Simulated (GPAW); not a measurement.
Worked example: self-consistent single point of ZnCo (P1, 2 atoms in the cell) in GPAW.

Method: LDA (Perdew-Wang 92), GPAW PAW datasets LDA (gpaw-data 1.0.1) (plane waves; GPAW 25.7.0).

The change in words: lattice scaled by 0.98. Reference geometry:
```
ZnCo
1.0
    2.60722     0.00000     0.00000
   -1.30361     2.25792     0.00000
    0.00000     0.00000     4.17168
Zn Co
1 1
Direct
  0.65607   0.32056   0.99359
  0.01060   0.01277   0.50641
```
Moments meant for the start (each program seeds them in its own way; μB, in the order of the atoms Zn Co): 0.0 3.0.

Reference input (self-consistent single point, DFT LDA (Perdew-Wang 92), plane waves, GPAW PAW datasets LDA (gpaw-data 1.0.1)): spinpol = true; mode = pw; ecut = 850 eV; xc = LDA; kpts = 9 9 5; mesh shift (steps) = 0 0 0; occupations.name = fermi-dirac; occupations.width = 0.1 eV; nbands = -6; convergence.density = 1e-05 e/electron; symmetry.symmorphic = false; symmetry.tolerance = 0.0005. This run's input differs from it in these lines:

```diff
@@ -5,5 +5,5 @@
 atoms = Atoms(['Zn', 'Co'],
-              cell=[[2.607220, 0.000000, 0.000000],
-                    [-1.303610, 2.257919, 0.000000],
-                    [0.000000, 0.000000, 4.171680]],
+              cell=[[2.555076, 0.000000, 0.000000],
+                    [-1.277538, 2.212761, 0.000000],
+                    [0.000000, 0.000000, 4.088246]],
               scaled_positions=[[0.656067, 0.320560, -0.006408],
```

Log, with long lists cut:

```
     iter     time        total  log10-change:  magmom
                         energy   eigst   dens
iter:   1 --:--:--   -11.986047                   +3.0033
iter:   2 --:--:--   -12.030478   -0.69  -1.44    +1.7380
iter:   3 --:--:--   -11.544533   -1.10  -1.49    +0.9546
iter:   4 --:--:--   -11.668149   -1.64  -1.57    +1.0368
iter:   5 --:--:--   -11.528973   -1.24  -1.66    +0.9711
   [... 2 lines left out ...]
iter:   8 --:--:--   -11.400967   -3.29  -2.23    +1.0228
iter:   9 --:--:--   -11.424287   -3.28  -2.40    +1.0200
iter:  10 --:--:--   -11.379651   -2.47  -2.28    +1.0312
   [... lines left out ...]
iter:  43 --:--:--   -11.377696c  -7.71c -4.21    +0.9727
iter:  44 --:--:--   -11.377742c  -6.66  -4.27    +0.9765
iter:  45 --:--:--   -11.377819c  -6.48  -4.25    +0.9830
iter:  46 --:--:--   -11.377832c  -6.57  -4.26    +0.9852
iter:  47 --:--:--   -11.377827c  -7.60c -4.40    +0.9846
iter:  48 --:--:--   -11.377823c  -7.85c -4.42    +0.9839
iter:  49 --:--:--   -11.377824c  -8.33c -4.53    +0.9841
iter:  50 --:--:--   -11.377814c  -7.74c -4.75    +0.9829
iter:  51 --:--:--   -11.377837c  -7.81c -4.84    +0.9845
iter:  52 --:--:--   -11.377854c  -7.32  -4.73    +0.9865
iter:  53 --:--:--   -11.377842c  -8.20c -5.06c   +0.9856
Converged after 53 iterations.

Dipole moment: (1.710332, -1.564079, 0.415759) |e|*Ang

Total magnetic moment: (0.000000, 0.000000, 0.985642)
Local magnetic moments:
   0 Zn ( 0.000000,  0.000000, -0.029997)
   1 Co ( 0.000000,  0.000000,  1.038376)

Energy contributions relative to reference atoms: (reference = -86626.168408)

Kinetic:         +7.880165
Potential:       -3.777879
External:        +0.000000
XC:             -15.325721
Entropy (-ST):   -0.074742
Local:           -0.117036
SIC:             +0.000000
--------------------------
Free energy:    -11.415213
Extrapolated:   -11.377842

Spin contamination: 0.070423 electrons
Showing only first 2 kpts
                      Up                     Down
 Kpt  Band  Eigenvalues  Occupancy  Eigenvalues  Occupancy
  0     8      7.15523    1.00000      8.12266    0.99988
   [... lines left out ...]

Fermi level: 9.02425

No gap
No difference between direct/indirect transitions
Energy (eV): -11.377842

Forces in eV/Ang:
  0 Zn    0.04910    0.10668    0.45034
  1 Co   -0.04911   -0.10671   -0.45032

Stress tensor:
     0.035235    -0.002147    -0.000716
    -0.002147     0.046717    -0.001511
    -0.000716    -0.001511     0.045036
Stress (GPa, Voigt): [ 5.6453  7.4848  7.2155 -0.2422 -0.1148 -0.344 ]
```

The run converged in 53 iterations. GPAW prints stress with tension positive. Against the reference run the free energy drops by 48.7 meV/atom, the pressure goes from -14.74 to -6.78 GPa, the largest force goes from 0.358 to 0.465 eV/Å and the size of the net moment goes from 0.56 to 0.49 μB/atom.

The starting cell comes from a database of computed structures (which also holds hypothetical and non-ambient phases and stackings), without a prior relaxation at this level. Its atoms were displaced at random from the sites of space group no. 187. For this run, on top of that: lattice scaled by 0.98. With one magnetic atom in the cell only a parallel order is possible. With a pressure of about -7 GPa the cell is away from its equilibrium volume at this level.

Cost on one core of a shared machine: roughly 10 min.
